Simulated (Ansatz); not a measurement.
Output of an Ansatz run (abridged):

```
WARN ansatz: RAYON_NUM_THREADS=1 ignored (pool sized by the plan → 1); use --threads N
Pseudopotentials: kind: paw
Pseudopotential: Lu, paw, valence charge 25
Pseudopotential: Au, paw, valence charge 19
Crystal: 3 atoms, lattice volume = 59.995 Å³
Basis set: ecut = 420 eV, 1203 PW (Γ)
Bands: 38, of which v1, the nominal top of the filled ones, is band 32 counted from 1 (31 counted from 0)
Symmetry: 16 space group operations
Space group: I4/mmm (ITA 139), of the structure as read, at distance tolerance 3.9e-5 Å
k-points: 196 of 2197
PAW frozen core: Lu, regenerated for the run's functional, and the local potential with it
PAW frozen core: Au, regenerated for the run's functional, and the local potential with it
Initial density: superposition of atomic densities (neutral atoms: chi_scale 0, normalization atom), corrected by the library's trained network
Initial wavefunctions: pseudopotential atomic-orbital guess
Eigensolver: davidson
Functional: x = slater, c = lda
SCF iter   1: F=—  HF=-40225.511155 eV  |F-HF|=—  |Δ(HF+E_count)|=         —  Δρ=5.84e-3  dr2=1.91e-2  ethr=1.77e-3  ⟨swp⟩=5.4  Hψ=34189  notcnv=0
all-band conjugate gradients solve this SCF's bands
preconditioner: auto → Kerker (q_TF=auto, 2.751 Å⁻¹)
SCF iter   2: F=—  HF=-40225.506383 eV  |F-HF|=—  |Δ(HF+E_count)|=   4.77e-3  Δρ=2.86e-3  dr2=3.62e-3  ethr=3.03e-5  ⟨swp⟩=2.1  Hψ=15335  notcnv=0  defer=4
SCF iter   3: F=—  HF=-40225.505821 eV  |F-HF|=—  |Δ(HF+E_count)|=   5.62e-4  Δρ=9.71e-4  dr2=4.13e-4  ethr=5.74e-6  ⟨swp⟩=2.2  Hψ=12403  notcnv=0  defer=4
SCF iter   4: F=—  HF=-40225.505472 eV  |F-HF|=—  |Δ(HF+E_count)|=   3.49e-4  Δρ=6.42e-4  dr2=1.85e-4  ethr=6.55e-7  ⟨swp⟩=3.0  Hψ=13869  notcnv=0  defer=4
SCF iter   5: F=—  HF=-40225.505421 eV  |F-HF|=—  |Δ(HF+E_count)|=   5.07e-5  Δρ=1.55e-4  dr2=1.97e-5  ethr=2.94e-7  ⟨swp⟩=2.7  Hψ=14425  notcnv=0  defer=4
SCF iter   6: F=—  HF=-40225.505414 eV  |F-HF|=—  |Δ(HF+E_count)|=   7.49e-6  Δρ=7.96e-5  dr2=3.41e-6  ethr=3.13e-8  ⟨swp⟩=2.1  Hψ=12705  notcnv=0  defer=4
SCF iter   7: F=-40225.505412 eV  HF=-40225.505412 eV  |F-HF|=2.23e-8  |Δ(HF+E_count)|=   1.37e-6  Δρ=1.25e-5  dr2=8.24e-8  ethr=1.59e-10  ⟨swp⟩=11.1  Hψ=57928  notcnv=0
SCF 1 converged in 7 iterations: F = -40225.505412 eV  dr2 = 8.24e-8
SCF converged after 7 iterations
Free energy (F): -40225.505412 eV
Harris-Foulkes:  -40225.505412 eV  (|F-HF|=2.23e-8)
Internal energy: -40225.501743 eV  (E = F + TS)
E sigma→0 (E₀):  -40225.503578 eV
Entropy (-TS):   -0.003670 eV (-1.223 meV/atom)
Fermi energy:    18.206489 eV
--- Per-component energies (eV) ---
  E_band       = -417.064811
  E_kinetic    = 1628.901954
  E_local      = -9892.816507  (includes V_loc(G=0)·N_el)
  E_nonlocal   = 745.440009
  E_hartree    = 4149.384870
  E_xc         = -671.398133
  E_vxc        = -809.971543  (∫ρ·V_xc dr)
  E_paw        = -25981.219250  (= ΣΔE_a)
  E_vpaw       = -387.388576  (= ΣTr[D̂ρ^β])
  E_aug_tail   = 0.002553  (compensation charges beyond the density's cutoff)
  E_ewald      = -10207.161308
  E_core_change = 3.364070  (= ΣΔE_core)
  E_smearing   = -0.003670  (= −TS)
  E_closure    = -0.000000  (closes the sum)
  Σ components = -40225.505412   (vs F -40225.505412, Δ=0.00e0)
--- Forces (eV/Å), atoms counted from 1 ---
  atom   1  Lu    -0.00000000     0.00000000     0.00000000
  atom   2  Au     0.00000000    -0.00000000     0.02267730
  atom   3  Au    -0.00000000    -0.00000000    -0.02267730
  max |Σ_I F_I| component: 6.25e-17 eV/Å
--- Stress (GPa, compression-positive) ---
       -7.645977      -0.000000       0.000000
       -0.000000      -7.645977       0.000000
       -0.000000      -0.000000      -8.974962
  P = ⅓ Tr σ = -8.0890 GPa (-80.890 kbar)
  The stress holds the Pulay correction. Without it, at fixed plane waves, as pw.x and ABINIT print it: P = -8.1310 GPa
--- Band table (eV; the first three rows and the last of 196) ---
  k-point 0: bands = ["-87.8636", "-87.8582", "-39.2155", "-39.1569", "-39.1569", "-39.1409", "-39.1182", "-39.1182", "-37.9425", "-8.6544", "-8.5947", "-8.5947", "9.4957", "12.4952", "13.1217", "13.1217", "13.1402", "13.1757", "13.1844", "13.2473", [...]
  k-point 1: bands = ["-87.8635", "-87.8583", "-39.2151", "-39.1578", "-39.1574", "-39.1381", "-39.1210", "-39.1181", "-37.9417", "-8.6522", "-8.6042", "-8.6029", "9.6734", "12.5435", "12.9761", "13.1280", "13.1485", "13.1783", "13.1931", "13.2342", [...]
  k-point 2: bands = ["-87.8632", "-87.8586", "-39.2141", "-39.1590", "-39.1589", "-39.1321", "-39.1287", "-39.1180", "-37.9397", "-8.6466", "-8.6295", "-8.6256", "10.1661", "12.6829", "12.7252", "13.0407", "13.1473", "13.1489", "13.2113", [...]
  k-point 195: bands = ["-87.8620", "-87.8598", "-39.1939", "-39.1675", "-39.1604", "-39.1597", "-39.1146", "-39.1144", "-37.9383", "-8.6668", "-8.6025", "-8.5924", "11.5326", "12.0431", "12.1585", "12.2319", "12.9011", "12.9468", "12.9988", [...]
```

The structure:

```
CELL_PARAMETERS angstrom
     -1.83158     1.83158     4.47095
      1.83158    -1.83158     4.47095
      1.83158     1.83158    -4.47095
ATOMIC_POSITIONS crystal
  Lu 0.00000 0.00000 0.00000
  Au 0.66394 0.66394 0.00000
  Au 0.33606 0.33606 0.00000
```

Task: Write an input that gives this output.

Result: Other spellings and defaults could give the same log, and not every line can be read from it. The input that was run (DFT, LDA (PW92), plane waves, default PAW files made with PBE):

Ansatz 0.2 input:
```yaml
# LuAu2
crystal:
  lattice:
    - [-1.83158200, 1.83158200, 4.47094900]
    - [1.83158200, -1.83158200, 4.47094900]
    - [1.83158200, 1.83158200, -4.47094900]
  atoms:
    - { symbol: Lu, position: [0.00000000, 0.00000000, 0.00000000] }
    - { symbol: Au, position: [0.66394000, 0.66394000, 0.00000000] }
    - { symbol: Au, position: [0.33606000, 0.33606000, 0.00000000] }
basis:
  ecutwfc: 420.0
kpoints:
  mp_grid:
    grid: [13, 13, 13]
hamiltonian:
  xc: lda
  pseudopotentials:
    kind: paw
scf:
  occupations:
    method: gaussian
    width: 0.1
output:
  forces: true
  eigenvalues: true
  stress: true
```

The starting cell comes from a database of computed structures (which also holds hypothetical and non-ambient phases and stackings), without a prior relaxation at this level. Its lattice was rescaled by up to half a per cent. Spin-orbit coupling is off. With a pressure of about -8 GPa the cell is away from its equilibrium volume at this level. Ansatz's pressure includes its estimate of the finite-basis (Pulay) stress.

Ansatz is a quantum-chemistry and plane-wave program.
